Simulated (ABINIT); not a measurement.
Input and output of a self-consistent single point for NbC (Fm-3m, 2 atoms in the cell) (ABINIT).

Method of the run: PBE, PAW (JTH v2.0 PBE PAW) (plane waves; ABINIT).

The change in words: lattice scaled by 0.98. Reference geometry:
```
CELL_PARAMETERS angstrom
      0.00000     2.22632     2.22632
      2.22632     0.00000     2.22632
      2.22632     2.22632     0.00000
ATOMIC_POSITIONS crystal
  Nb 0.00000 0.00000 0.00000
  C  0.50000 0.50000 0.50000
```

Reference input (self-consistent single point, DFT, PBE, plane waves, PAW (JTH v2.0 PBE PAW)): pseudos = [Nb.GGA_PBE-JTH.xml, C.GGA_PBE-JTH.xml]; ecut = 571 eV; pawecutdg = 1143 eV; pawxcdev = 0; occopt = 7; tsmear = 0.1 eV; ngkpt = 10 10 10; nshiftk = 1; shiftk = 0 0 0; potentials = JTH v2.0 PBE PAW; nband = 14; kptopt = 1. This run's input differs from it in these lines:

```diff
@@ -3,7 +3,7 @@
 pseudos "Nb.GGA_PBE-JTH.xml, C.GGA_PBE-JTH.xml"
-acell 5.9497874688 5.9497874688 5.9497874688
+acell 5.8307927884 5.8307927884 5.8307927884
 rprim
-        -0.0000000000    0.7071067812    0.7071067812
-         0.7071067812   -0.0000000000    0.7071067812
-         0.7071067812    0.7071067812   -0.0000000000
+         0.0000000000    0.7071067812    0.7071067812
+         0.7071067812    0.0000000000    0.7071067812
+         0.7071067812    0.7071067812    0.0000000000
 natom 2
```

Log, with long lists cut:

```
--- !BeginCycle
solver: {iscf: 17, nstep: 60, nline: 4, wfoptalg: 10, }
tolerances: {toldfe: 1.00E-09, }
...

     iter   Etot(hartree)      deltaE(h)  residm     nres2
 ETOT  1  -63.315395211803    -6.332E+01 5.733E-01 4.857E+01
 ETOT  2  -63.341223999884    -2.583E-02 2.298E-02 1.817E+01
 ETOT  3  -63.312819022749     2.840E-02 5.062E-03 5.404E-01
 ETOT  4  -63.313553198162    -7.342E-04 1.325E-03 1.269E-01
 ETOT  5  -63.313222847950     3.304E-04 3.305E-04 3.362E-03
 ETOT  6  -63.313223255804    -4.079E-07 5.326E-04 5.910E-04
 ETOT  7  -63.313222738801     5.170E-07 2.470E-04 1.308E-05
 ETOT  8  -63.313222739255    -4.543E-10 4.540E-04 7.198E-07
 ETOT  9  -63.313222738816     4.387E-10 1.533E-04 9.050E-08
 At SCF step    9, etot is converged :
  for the second time, diff in etot=  4.387E-10 < toldfe=  1.000E-09

 Cartesian components of stress tensor (hartree/bohr^3)
  sigma(1 1)= -9.67514177E-04  sigma(3 2)=  0.00000000E+00
  sigma(2 2)= -9.67514177E-04  sigma(3 1)=  0.00000000E+00
  sigma(3 3)= -9.67514177E-04  sigma(2 1)=  0.00000000E+00

 ----iterations are completed or convergence reached----

 reduced coordinates (array xred) for    2 atoms
       0.000000000000      0.000000000000      0.000000000000
       0.500000000000      0.500000000000      0.500000000000
 cartesian forces (eV/Angstrom) at end:
    1     -0.00000000000000    -0.00000000000000    -0.00000000000000
    2     -0.00000000000000    -0.00000000000000    -0.00000000000000
 frms,max,avg= 0.0000000E+00 0.0000000E+00   0.000E+00  0.000E+00  0.000E+00 e/A
   [... lines left out ...]
 Fermi (or HOMO) energy (hartree) =   0.59236   Average Vxc (hartree)=  -0.49407
 Fermi (or HOMO) energy (eV) =  16.11897   Average Vxc (eV)= -13.44423
   [... lines left out ...]
'-kT*entropy'       : -5.43830133665337E-05
total_energy        : -6.33131698053524E+01
total_energy_eV     : -1.72283896696681E+03
...

-Cartesian components of stress tensor (GPa)         [Pressure=  2.8465E+01 GPa]
- sigma(1 1)= -2.84652450E+01  sigma(3 2)=  0.00000000E+00
- sigma(2 2)= -2.84652450E+01  sigma(3 1)=  0.00000000E+00
- sigma(3 3)= -2.84652450E+01  sigma(2 1)=  0.00000000E+00

 Calculation completed.
```

The run converged in 9 iterations. Against the reference run the free energy goes up by 69.6 meV/atom and the pressure goes from 6.02 to 28.47 GPa.

The starting cell comes from a database of computed structures (which also holds hypothetical and non-ambient phases and stackings), without a prior relaxation at this level. Its lattice was rescaled by a random factor within 2.5 % of one. For this run, on top of that: lattice scaled by 0.98. Spin polarisation is off. With a pressure of about 28 GPa the cell is away from its equilibrium volume at this level.

Cost on one core of a shared machine: roughly 30 s.
